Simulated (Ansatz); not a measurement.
## A short convergence ladder for InSe (Cm, 4 atoms in the cell)

```
CELL_PARAMETERS angstrom
      5.85553    -2.06492     0.00000
      5.85553     2.06492     0.00000
     -1.73185     0.00000     4.79521
ATOMIC_POSITIONS crystal
  In 0.11334 0.11334 0.96359
  In 0.88820 0.88820 0.04684
  Se 0.33907 0.33907 0.33104
  Se 0.66093 0.66093 0.66896
```

Base method: PBEsol, default PAW files made with PBE (plane waves; Ansatz, a first-principles code).

Base settings: basis.ecutwfc = 420 eV; kpoints.mp_grid.grid = 6 6 4; hamiltonian.xc = pbesol; hamiltonian.pseudopotentials = {kind: paw} (the program's default PAW files); scf.occupations.method = fixed.

**The width of Fermi-Dirac smearing**

In this ladder: scf.occupations.method = fermi_dirac.

The mesh stays at the base's, so the ladder's end is converged at best in this setting alone.

Only quantities that move along the ladder and can be compared are tabulated.

```csv
scf.occupations.width,free energy less the last step's (meV/atom),pressure (GPa),largest difference of a force vector from the last step's (eV/Å)
1 eV,-495.16,2.45,0.701
0.5 eV,-54.47,-0.99,0.176
0.2 eV,-0.78,-1.87,0.007
0.1 eV,-0.01,-1.90,0.000
0.02 eV,0.00,-1.90,0.000
```

Widest scf.occupations.width that holds the pressure within 0.2 GPa of the last step, with all finer ones: 0.2 eV; the step before is off by 0.91 GPa.

Widest scf.occupations.width that holds the forces within 0.02 eV/Å of the last step, with all finer ones: 0.2 eV; the step before is off by 0.18 eV/Å.

Widest scf.occupations.width that holds the free energy within 5 meV/atom of the last step, with all finer ones: 0.2 eV; the step before is off by 54 meV/atom.

On the base run: the starting cell comes from a database of computed structures (which also holds hypothetical and non-ambient phases and stackings), without a prior relaxation at this level. Its lattice was rescaled by up to half a per cent. One atom was moved a little off its site on purpose. Ansatz's pressure includes its estimate of the finite-basis (Pulay) stress.

Keys are those of Ansatz 0.2.
